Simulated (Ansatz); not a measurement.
L1₀ (CuAu-type) CuAu, relaxed in Ansatz (plane waves) with several semilocal functionals. Each gives its own volume and its own bulk modulus:

```json
[
 {"level": "PBEsol-D3(BJ)", "V0 (Å³/atom)": "13.682", "bulk modulus B0 (GPa)": "193.6", "ln V0": "2.6161", "ln B0": "5.2658"},
 {"level": "LDA", "V0 (Å³/atom)": "13.778", "bulk modulus B0 (GPa)": "189.8", "ln V0": "2.6231", "ln B0": "5.2460"},
 {"level": "PBE-D3(BJ)", "V0 (Å³/atom)": "14.333", "bulk modulus B0 (GPa)": "163.3", "ln V0": "2.6626", "ln B0": "5.0956"},
 {"level": "PBE-D4", "V0 (Å³/atom)": "14.456", "bulk modulus B0 (GPa)": "159.4", "ln V0": "2.6711", "ln B0": "5.0714"},
 {"level": "PBE", "V0 (Å³/atom)": "15.003", "bulk modulus B0 (GPa)": "140.0", "ln V0": "2.7083", "ln B0": "4.9416"},
 {"level": "RPBE", "V0 (Å³/atom)": "15.481", "bulk modulus B0 (GPa)": "122.5", "ln V0": "2.7396", "ln B0": "4.8081"}
]
```

Q: Fit a straight line to ln B0 against ln V0. What does it predict for revPBE, whose volume is 15.342 Å³/atom?

A: With x = ln V0 and y = ln B0: means 2.67013 and 5.07142; Σ(Δx Δy) = -0.04214, Σ(Δx²) = 0.01147, so the slope is -3.67. At x = 2.7306 the line gives y = 5.07142 + (-3.67) × (2.7306 − 2.67013) = 4.8495, or 127.7 GPa. The run with revPBE gives 127.3 GPa, -0.3 % from the line. The rows used scatter about it by up to 1.0 %, while the largest value lies 58 % above the smallest. For comparison, PBE's own equation of state has B′ = 5.5, the slope −d ln B/d ln V at a fixed functional; the two needn't agree, since functionals also differ at one volume.

Ansatz's density-functional and Hartree–Fock values are scalar-relativistic unless marked +SOC, with PAW data made under PBE.

Ansatz is an electronic-structure program.
